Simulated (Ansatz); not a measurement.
The reference is ZnSiP$_{2}$ in the chalcopyrite structure (space group I-42d, No. 122; a = 5.353 Å, c = 10.445 Å).

Calculations: Ansatz (a program for electronic structure) PBEsol, spin-orbit coupling left out.

Strains are applied to the cell and any free atomic positions relax.

One change was made to it. Results:

The band gap shrinks by 0.056 eV to 1.11 eV; the energy increases by 2.8 meV/atom; the width of the top valence band grows by 0.05 eV, from 1.30 eV to 1.35 eV; the electron mass becomes 1.4 mₑ along c, 0.24 mₑ across (at Γ) (base: 1.4 mₑ along c, 0.25 mₑ across (at Γ)); the hole mass becomes 0.17 mₑ along c, 0.36 mₑ across (at Γ) (base: 0.16 mₑ along c, 0.37 mₑ across (at Γ)).

### Question
Name the change that was made.
(A) isotropic strain −3.00 %
(B) isotropic strain −2.25 %
(C) isotropic strain −1.50 %
(D) isotropic strain −0.75 %

### Answer
D, isotropic strain −0.75 %. For comparison, the band gap in the other runs: isotropic strain −3.00 % gives 0.93 eV; isotropic strain −2.25 % gives 0.99 eV; isotropic strain −1.50 % gives 1.05 eV.

Effective masses come from finite differences of ±0.01 Å⁻¹. No phonon test of stability was made.
